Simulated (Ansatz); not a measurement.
InAs: response to strain

The reference is InAs in the zinc blende structure (space group F-43m, No. 216; a = 6.087 Å).

Strains are applied to the cell and any free atomic positions relax.

Method: plane-wave PAW DFT at the PBEsol level (Ansatz, a program for electronic structure, 420 eV), spin-orbit coupling left out.

```csv
isotropic strain (%),pressure (GPa)
-3,6.3
-2.5,5.1
-1.5,2.8
-1,1.8
-0.5,?
0,0.0
2,-2.9
2.5,-3.5
3,-4.0
```

Problem. Fit P = P₀ − Bδ + Cδ² with δ = (1 + ε)³ − 1 to the rows shown and predict the withheld row.

Solution. Least squares on the printed values gives P₀ = 0.0 GPa, B = 57.8 GPa, C = 166 GPa (largest residual 0.1 GPa); this predicts 0.9 GPa, and the run gives 0.9 GPa, in agreement.

A case with no gap was solved on a k-mesh chosen for an insulator, which is coarse for it. No phonon test of stability was made. The final runs are not spin-polarised.
